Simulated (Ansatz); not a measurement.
The parent structure is WS₂ in the 2H-MoS2 type structure (space group P6_3/mmc, No. 194; layered, stacked along the Cartesian z axis).

```xyz
6
Lattice="3.1703 0.0000 0.0000 -1.5851 2.7456 0.0000 0.0000 0.0000 12.4930" Properties=species:S:1:pos:R:3 pbc="T T T"
W      0.0000     1.8304     3.1233
W      1.5851     0.9152     9.3698
S      0.0000     1.8304     7.8068
S      1.5851     0.9152     1.5603
S      1.5851     0.9152     4.6862
S      0.0000     1.8304    10.9327
```

Cartesian axes are those of the cell as printed.

All numbers come from Ansatz (a quantum-chemistry and plane-wave program) r2SCAN+rVV10, no SOC, earlier PAW set.

For the base:

The valence-band top at Γ is 0.00, -1.17, -1.71 eV.

Modification: a pure shear with ε_xz = ε_zx = 0.0196, atoms relaxed at fixed cell.

Q: How does this affect the valence-band top at Γ?

A: The valence-band top at Γ (three highest levels, from the VBM) goes from 0.00, -1.17, -1.71 eV to 0.00, -1.18, -1.71 eV.

Q: What does the calculation give for the stress after the change?

A: The stress (xx, yy, zz, yz, xz, xy; compression positive) is (-0.01, 0.07, 0.19, 0.00, -0.57, 0.00) GPa.

With W present, leaving out spin-orbit coupling can change the band edges. The levels and masses belong to the bands next to the band gap. The cells carry an imposed strain or load. Whether these cells are dynamically stable was not tested.
